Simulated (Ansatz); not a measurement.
Ansatz (a first-principles code) run on ZnCu2SnSe4 (I-4, 8 atoms in the cell): self-consistent single point.

Level of theory: PBE (plane waves, PAW; Ansatz).

```yaml
crystal:
  lattice:
    - [-2.86486, 2.86486, 5.69850]
    - [2.86486, -2.86486, 5.69850]
    - [2.86486, 2.86486, -5.69850]
  atoms:
    - { symbol: Zn, position: [0.75000, 0.25000, 0.50000] }
    - { symbol: Cu, position: [0.25000, 0.75000, 0.50000] }
    - { symbol: Cu, position: [0.00000, 0.00000, 0.00000] }
    - { symbol: Sn, position: [0.50000, 0.50000, 0.00000] }
    - { symbol: Se, position: [0.62975, 0.63653, 0.52624] }
    - { symbol: Se, position: [0.36347, 0.88971, 0.99322] }
    - { symbol: Se, position: [0.11029, 0.10351, 0.47376] }
    - { symbol: Se, position: [0.89649, 0.37025, 0.00678] }
```

Reference input (self-consistent single point, DFT, PBE, plane waves, default PAW files): kpoints.mp_grid.grid = 4 4 4; hamiltonian.xc = pbe; hamiltonian.pseudopotentials = {kind: paw} (the program's default PAW files); scf.occupations.method = methfessel_paxton; scf.occupations.width = 0.05 eV. This run's input differs from it in these lines:

Ansatz 0.2 input:
```diff
@@ -16,3 +16,3 @@
   mp_grid:
-    grid: [4, 4, 4]
+    grid: [13, 13, 13]
 hamiltonian:
```

Output, abridged:

```
SCF iter   1: F=—  HF=-44473.023135 eV  |F-HF|=—  |Δ(HF+E_count)|=         —  Δρ=1.29e-3  dr2=2.72e-3  ethr=1.77e-3  ⟨swp⟩=6.0  Hψ=84652  notcnv=0  defer=212
all-band conjugate gradients solve this SCF's bands
preconditioner: auto → Resta (q_TF=auto, 2.561 Å⁻¹)
SCF iter   2: F=—  HF=-44473.023710 eV  |F-HF|=—  |Δ(HF+E_count)|=   5.75e-4  S|Δr|=    0.00e0  Δρ=1.41e-3  dr2=2.12e-3  ethr=2.12e-6  ⟨swp⟩=3.0  Hψ=49242  notcnv=0  defer=1040
   [... lines left out ...]
SCF iter   8: F=—  HF=-44473.023389 eV  |F-HF|=—  |Δ(HF+E_count)|=   1.18e-6  S|Δr|=    0.00e0  Δρ=1.11e-5  dr2=3.49e-7  ethr=1.67e-9  ⟨swp⟩=2.0  Hψ=30241  notcnv=0  defer=1040
SCF iter   9: F=—  HF=-44473.023389 eV  |F-HF|=—  |Δ(HF+E_count)|=   3.24e-7  S|Δr|=    0.00e0  Δρ=8.54e-6  dr2=1.16e-7  ethr=7.81e-11  ⟨swp⟩=9.4  Hψ=109489  notcnv=0
SCF iter  10: F=-44473.023389 eV  HF=-44473.023389 eV  |F-HF|=7.13e-10  |Δ(HF+E_count)|=   6.06e-8  S|Δr|=    0.00e0  Δρ=1.64e-6  dr2=5.04e-9  ethr=7.81e-11  ⟨swp⟩=4.9  Hψ=88033  notcnv=0
SCF 1 converged in 10 iterations: F = -44473.023389 eV  dr2 = 5.04e-9
Stability not checked (fill_not_monotonic)
Free energy (F): -44473.023389 eV
Internal energy: -44473.023496 eV  (E = F + TS)
E sigma→0 (E₀):  -44473.023416 eV
Entropy (-TS):   0.000107 eV (0.013 meV/atom)
Fermi energy:    8.487111 eV
--- Forces (eV/Å), atoms counted from 1 ---
  atom   1  Zn    -0.00000000     0.00000000     0.00000000
  atom   2  Cu     0.00000000    -0.00000000     0.00000000
  atom   3  Cu    -0.00000000    -0.00000000     0.00000000
  atom   4  Sn     0.00000000    -0.00000000     0.00000000
   [... lines left out ...]
  atom   8  Se    -0.01477206     0.12872636     0.05028437
--- Stress (GPa, compression-positive) ---
        1.390238      -0.000000      -0.000000
        0.000000       1.390238      -0.000000
       -0.000000      -0.000000       1.502156
  P = ⅓ Tr σ = 1.4275 GPa (14.275 kbar)
  The stress holds the Pulay correction. Without it, at fixed plane waves, as pw.x and ABINIT print it: P = 1.3841 GPa
```

The run converged in 10 iterations. Against the reference run the free energy drops by 1.1 meV/atom, the pressure moves little (1.46 to 1.43 GPa) and the largest force hardly changes (0.142 to 0.139 eV/Å).

The starting cell comes from a database of computed structures (which also holds hypothetical and non-ambient phases and stackings), without a prior relaxation at this level. Its lattice was rescaled by a random factor within 2.5 % of one. Spin polarisation is off. Ansatz's pressure includes its estimate of the finite-basis (Pulay) stress. The run gives no clean gap (levels at the Fermi energy touch, overlap or are partly filled at this smearing), which alone does not show that the compound is a metal.

Cost on one core of a shared machine: roughly 6 min.
